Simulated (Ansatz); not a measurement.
## ZnSe: pressure series

The parent structure is ZnSe in the zinc blende structure (space group F-43m, No. 216; a = 5.665 Å).

Cell and atoms are relaxed at each pressure.

Level of theory: r2SCAN (Ansatz, a quantum-chemistry and plane-wave program; PAW; 500 eV plane waves; without spin-orbit coupling).

```tsv
pressure (GPa)	band gap (eV)
-2	1.73
0	1.87
0.3	1.89
0.7	?
1.5	1.96
3	2.05
5	2.16
7.5	2.28
10	2.39
```

Q: Fit E_g = E₀ + αP + βP² to the rows shown and predict the withheld row.

A: Least squares on the printed values gives E₀ = 1.87 eV, α = 64.9 meV/GPa, β = -1.3 meV/GPa² (largest residual 0.00 eV); this predicts 1.91 eV, and the run gives 1.91 eV, in agreement.

Load acts through the strain it causes; cell and atoms are relaxed under it. No phonon test of stability was made. Tetrahedral semiconductors of this kind turn to denser phases somewhere between about 1 and 50 GPa; those were not computed, so compressed cells here can lie past the real transition.
